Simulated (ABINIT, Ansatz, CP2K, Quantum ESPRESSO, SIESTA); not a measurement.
**Code comparison for MgB2 (P6/mmm, 3 atoms in the cell)**

Self-consistent single point.

```
CELL_PARAMETERS angstrom
      1.54500    -2.67602     0.00000
      1.54500     2.67602     0.00000
      0.00000     0.00000     3.52000
ATOMIC_POSITIONS crystal
  Mg 0.00000 0.00000 0.00000
  B  0.33333 0.66667 0.50000
  B  0.66667 0.33333 0.50000
```

All programs got the same cell, k-point mesh and kind of occupations (in Ansatz's words: kpoints.mp_grid.grid = 12 12 9; scf.occupations.method = fermi_dirac; scf.occupations.width = 0.05 eV); potentials, basis and cutoffs are each program's usual ones.

| code | model | pressure (GPa) | k-points | cutoff |
|---|---|---|---|---|
| Quantum ESPRESSO | PBE, SSSP 1.1.2 efficiency (PBE) pseudopotentials | -1.90 | 95 | 40 Ry |
| ABINIT | PBE, norm-conserving pseudopotentials (PseudoDojo nc-sr-05 PBE standard) | -1.52 | 95 | 42 Ha |
| Ansatz | PBE, default PAW files | -1.67 | 95 | default |
| CP2K | PBE, GPW, DZVP-MOLOPT-SR-GTH basis, GTH-PBE potentials (GTH_POTENTIALS) | 1.30 | 650 | grid 1000 Ry |
| SIESTA | GGA PBE, numerical atomic orbitals DZP, PseudoDojo PBE standard norm-conserving potentials (rewritten from UPF to PSML) | 3.62 | 660 | grid 350 Ry |

The spread over the programs that give each value: pressure within 5.52 GPa.

The starting cell has typed, rounded lattice constants, without a prior relaxation at this level.

Problem. Why do the programs differ, and what cannot be compared?

Solution. Differences of this kind can come from the potentials, where these differ, and from what each basis and cutoff leave unconverged. The valence holds different numbers of electrons (Quantum ESPRESSO 8, ABINIT 16, Ansatz (an electronic-structure program) 16, CP2K 16, SIESTA 16). The zero of total energies and Fermi levels follows the potentials and each program's conventions, so they are not compared here. CP2K and SIESTA use small atom-centred bases, whose incompleteness enters pressures, forces and empty levels differently from a plane-wave cutoff. Ansatz's pressure is given at a fixed set of plane waves, as the other plane-wave codes print theirs; with its correction for the finite basis it is -1.49 GPa. The programs reduce the same mesh by symmetry to different extents, which changes the work and not the result. In the pressure, CP2K (by 2.97) and SIESTA (by 5.29) lie more than 1 GPa from the median of the plane-wave programs.

Left out of this page: GPAW and FLEUR (not drawn, or without a comparable value).

Keys are those of Ansatz 0.2.
